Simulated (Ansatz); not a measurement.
Abridged Ansatz (an electronic-structure program) output:

```
Relaxation: its limit of steps is 60 (relax.max_steps)
Pseudopotential: Cr, paw, valence charge 14
Crystal: 1 atoms, lattice volume = 10.003 Å³
Basis set: ecut = 420 eV, 201 PW (Γ), exchange–correlation on 32×32×32 points (8 copies of the dense FFT grid, shifted against one another)
Bands: 11, of which v1, the nominal top of the filled ones, is band 7 counted from 1 (6 counted from 0)
Symmetry: 48 space group operations
k-points: 364 of 12167
Functional: x = pbe(κ = 0.804, μ = 0.2195149727645171), c = pbe(β = 0.06672455060314922)
SCF iter   1: F=—  HF=-3377.525585 eV  |F-HF|=—  |Δ(HF+E_count)|=         —  Δρ=5.24e-3  dr2=5.45e-4  ethr=1.77e-3  ⟨swp⟩=4.0  Hψ=19942  notcnv=0
SCF iter   2: F=—  HF=-3377.525945 eV  |F-HF|=—  |Δ(HF+E_count)|=   3.60e-4  Δρ=2.67e-3  dr2=1.49e-4  ethr=3.89e-6  ⟨swp⟩=1.3  Hψ=7223  notcnv=0
SCF 1 converged in 6 iterations: F = -3377.526093 eV  dr2 = 6.69e-12
relax step   1: F+E_penalty+E_count = -3377.52609323 eV  Δ(F+E_penalty+E_count) = +0.000e0 eV  max|allowed force component| = 0.000e0 eV/Å  Δτ_max = 0.0000 Å  P = +50.014 GPa  Ω = 10.003 Å³  (6 SCF iters, dr2 threshold 1.00e-7 eV, accepted)
[... steps on the carried basis left out ...]
relax step   5: F+E_penalty+E_count = -3377.33549448 eV  Δ(F+E_penalty+E_count) = +4.714e-4 eV  max|allowed force component| = 0.000e0 eV/Å  Δτ_max = 0.0000 Å  P = +75.011 GPa  Ω = 9.511 Å³  stress off target by 1.15e-2 GPa  SCF on the basis re-selected at this cell (its energy is not comparable with the rows above)  (5 SCF iters)
SCF converged after 5 iterations
Free energy (F): -3377.335494 eV
Internal energy: -3377.331574 eV  (E = F + TS)
E sigma→0 (E₀):  -3377.333534 eV
Entropy (-TS):   -0.003921 eV (-3.921 meV/atom)
Fermi energy:    24.285852 eV
--- Forces (eV/Å), atoms counted from 1 ---
  atom   1  Cr    -0.00000000     0.00000000    -0.00000000
--- Stress (GPa, compression-positive) ---
       75.011453      -0.000000       0.000000
       -0.000000      75.011453      -0.000000
       -0.000000       0.000000      75.011453
  P = ⅓ Tr σ = 75.0115 GPa (750.115 kbar)
--- Relaxed structure (4 steps of the walk, 4 accepted, 1 SCFs on fresh bases) ---
  cell:  # Å, volume = 9.5108 Å³
    - [-1.3347072196626704, 1.3347072196626704, 1.3347072196626704]
    - [1.3347072196626704, -1.3347072196626704, 1.3347072196626704]
    - [1.3347072196626704, 1.3347072196626704, -1.3347072196626704]
  atoms:
    - { symbol: Cr, position: [0.0, 0.0, 0.0] }
```

What was computed, and what are the main results?

Cr, 1 atom in the cell, with PBE (Ansatz; PAW; 420 eV plane waves; scalar-relativistic without spin-orbit coupling), from a series relaxed to a target (pressure 75 GPa). The last SCF converged to F = -3377.335494 eV, or -3377.3355 eV per atom, at a pressure of 75.01 GPa. The total energy compares only with runs of the same code, potentials and settings.

Load acts through the strain it causes; cell and atoms are relaxed under it. Stability against distortions was not tested. Competing high-pressure phases were not computed. All final runs are without spin polarisation. The cell was made from Cr in the bcc (W type) structure (space group Im-3m, No. 229; non-magnetic) by this change: pressure 75 GPa. Real Cr is antiferromagnetic at low temperature and ambient pressure, an order that this cell doesn't hold.

Keys are those of Ansatz 0.2.
